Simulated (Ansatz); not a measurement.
Terminations of the (111) surface of fcc Pd, measured from the surface 'clean 1x1'. Atoms come from or go to: Ag: fcc Ag, Al: fcc Al, Bi: rhombohedral Bi, Mg: hcp Mg, Mo: bcc Mo, Os: hcp Os, Pd: fcc Pd, Pt: fcc Pt, Ru: hcp Ru, Sc: hcp Sc, Sn: beta tin, Zn: hcp Zn. ΔE is the energy of forming the row's surface from that one (negative: more stable at these reservoirs); the vacuum level's shift is aligned on the shared bottom. No zero-point or thermal terms. These are constructed structures in small cells; real faces may alloy, dewet or reconstruct in larger ones, and not all known structures of the face are among them. Slabs of about 11 Å with all that they carry, Fermi-Dirac smearing of 0.1 eV. Bottom of the slabs: a bare face, its two planes held. Relaxed from the named starts with such symmetry as they have, on meshes of like density; energies extrapolated to zero smearing; no spin-orbit coupling, no U. Spin-polarised runs, if any, are marked in brackets, and their order is one that fits the cell; the others ran without spin. A dash marks a value that is undefined for that row (no clear gap, or no work function of a gapped slab) or was not read reliably on its mesh.

All values below come from PBE (plane waves to 420 eV, PAW; Ansatz, a first-principles code).

```csv
surface,atoms added per 1x1,ΔE per 1x1 (eV),shift of the vacuum level (eV),work function (eV)
clean 1x1,none,0.00,0.00,5.21
a layer of Pt in place of the second plane,"-1 Pd, +1 Pt",-0.03,-0.04,5.18
a pseudomorphic layer of Mo in the host's stacking,+1 Mo,___,-0.01,5.21
a pseudomorphic layer of Ag in the other hollow,+1 Ag,___,-0.63,4.60
a layer of Al in place of the second plane,"+1 Al, -1 Pd",-1.86,-0.86,4.36
a layer of Mg in place of the third plane,"+1 Mg, -1 Pd",___,0.07,5.32
"(√3x√3)R30° surface alloy, Bi on one Pd site of the top plane","+0.333 Bi, -0.333 Pd",-0.63,-0.92,4.30
a layer of Sc in place of the third plane,"-1 Pd, +1 Sc",-0.97,0.14,5.38
a pseudomorphic layer of Ru in the other hollow,+1 Ru,0.98,0.08,5.30
a pseudomorphic layer of Os in the other hollow,+1 Os,1.15,0.39,5.60
a pseudomorphic layer of Zn in the host's stacking,+1 Zn,___,-0.85,4.36
"(√3x√3)R30° layer of Sn, one a cell, on the site that continues the host's stacking",+0.333 Sn,-0.50,-1.05,4.17
```

Task: Complete the blanks.

Result: 
- a pseudomorphic layer of Mo in the host's stacking, ΔE per 1x1 (eV): 0.58
- a pseudomorphic layer of Ag in the other hollow, ΔE per 1x1 (eV): -0.27
- a layer of Mg in place of the third plane, ΔE per 1x1 (eV): -1.06
- a pseudomorphic layer of Zn in the host's stacking, ΔE per 1x1 (eV): -0.71
